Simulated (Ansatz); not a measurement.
A periodic model of amorphous Al₂₈O₄₁F₂:

```xyz
71
Lattice="9.1989 0.0000 0.0000 0.0000 9.1989 0.0000 0.0000 0.0000 9.1989" Properties=species:S:1:pos:R:3 pbc="T T T"
Al     8.4486     7.7400     1.0499
Al     1.9222     0.8376     2.8869
Al     3.6755     6.5784     3.4869
Al     6.1162     1.1015     7.1112
Al     2.0927     3.5694     6.5166
Al     6.5166     3.2324     2.6984
Al     1.8861     2.1982     0.6897
Al     1.4136     8.3489     5.1702
Al     0.0403     3.3132     4.3266
Al     2.5618     7.9335     0.8134
Al     8.0811     8.0241     7.0731
Al     0.3487     5.5891     8.5104
Al     4.9091     4.9491     5.7639
Al     0.1407     1.5642     7.1850
Al     4.9427     1.0036     3.8312
Al     8.0271     0.3447     3.1187
Al     3.1015     3.6346     3.4359
Al     7.5433     4.0214     6.7957
Al     7.4458     6.0304     4.0663
Al     7.9871     1.7872     0.3819
Al     4.6582     3.2324     8.2172
Al     5.7663     7.8484     5.7399
Al     3.3352     5.0086     0.5797
Al     6.6866     5.1466     0.6295
Al     5.8796     7.7360     2.2777
Al     1.0561     5.9997     2.7522
Al     3.0295     7.1081     7.2318
Al     3.1640     0.5875     7.3216
O      2.6454     5.0899     2.2642
O      4.5539     1.4220     7.9711
O      5.0249     4.7888     0.0543
O      5.6716     0.5767     5.3956
O      7.9575     2.3118     3.4197
O      1.9972     7.0375     3.9590
O      2.9823     8.6212     6.0217
O      4.8477     2.7387     3.3004
O      2.3960     6.1450     8.8059
O      7.7235     1.1821     7.9388
O      3.1375     8.4220     8.4320
O      1.8500     2.5926     2.4568
O      3.1166     3.2851     0.1065
O      8.6739     2.8299     5.9934
O      3.7978     3.9713     6.7707
O      0.9034     4.5294     7.2778
O      0.1951     9.0924     6.4214
O      4.0271     7.3366     1.8255
O      6.3584     8.4705     7.3400
O      6.1493     3.0239     7.1892
O      4.5925     6.5629     6.4845
O      2.1715     0.4868     1.1615
O      6.8230     2.9706     0.9625
O      0.3852     2.2902     9.0167
O      8.3526     0.3336     1.3339
O      9.0710     5.0808     3.8093
O      6.6730     5.0096     2.5621
O      7.5289     7.1913     5.5469
O      3.9774     4.9896     4.2810
O      6.7450     6.9948     0.8485
O      6.6771     4.7958     5.3545
O      8.9105     7.3117     8.5030
O      3.3386     0.4561     3.7192
O      1.9490     1.8442     7.0509
O      5.3437     7.2219     3.9997
O      6.1540     0.2946     2.7263
O      7.8550     7.5795     2.9688
O      0.5558     0.2502     3.8541
O      7.7537     4.9495     8.3234
O      1.8283     3.3898     4.7525
O      0.9858     7.3606     1.5784
F      1.4458     6.8143     6.3961
F      0.2291     5.0603     1.0698
```

These are PBE, scalar-relativistic without spin-orbit coupling (plane waves to 420 eV, PAW; Ansatz, an electronic-structure program) values and carry that method's errors.

It comes from a melt-quench run on a machine-learned potential (CHGNet), relaxed afterwards by DFT. O and F atoms were pushed apart under 1.9 Å during the dynamics, to hinder bonds among them. The hot cell started wider than the set density and was brought back towards it in steps. It is the lowest in DFT energy of 2 quenches. It is a model cell: composition and starting density were chosen by hand, and all elements were melted together. No dispersion term was used. Its density started from a set value of 3.09 and ended at 3.09 g/cm³. The quench (nominally 340 K/ps over its main leg) was far faster than any real one, so the model tends to hold more defects than a real film. Values belong to this one cell and scatter from quench to quench. The volume was held where the preparation left it, at a PBE pressure of -0.1 GPa (tension). Stress components on the final sampling reach 2.8 GPa. Cycles of charging lowered its energy after that relaxation.

Cut-offs for bonds: Al-Al 2.66 Å, Al-O 2.30 Å, Al-F 2.14 Å, O-O 1.58 Å, O-F 1.48 Å, F-F 1.37 Å. Two cations that share two anions don't count as bonded, nor two that share one unless they lie closer than Al-Al 2.59 Å.

Give the coordination numbers, mean bond lengths and angles.


```yaml
Mean coordination of Al by anions: 4.57 (12 with 4, 16 with 5)
Mean coordination of O: 3.02 (2 with 2, 36 with 3, 3 with 4)
Mean coordination of F: 2.00 (2 with 2)
Mean Al-O bond: 1.851 Å (spread 0.091 Å, 124 counted)
Mean Al-F bond: 1.929 Å (spread 0.112 Å, 4 counted)
Bond angle at Al: mean 107.3°, spread 23.0°
Bond angle at O: mean 116.3°, spread 15.6°
```

List the pairs of like atoms that count as bonded by the rules above.

There are none by these rules.
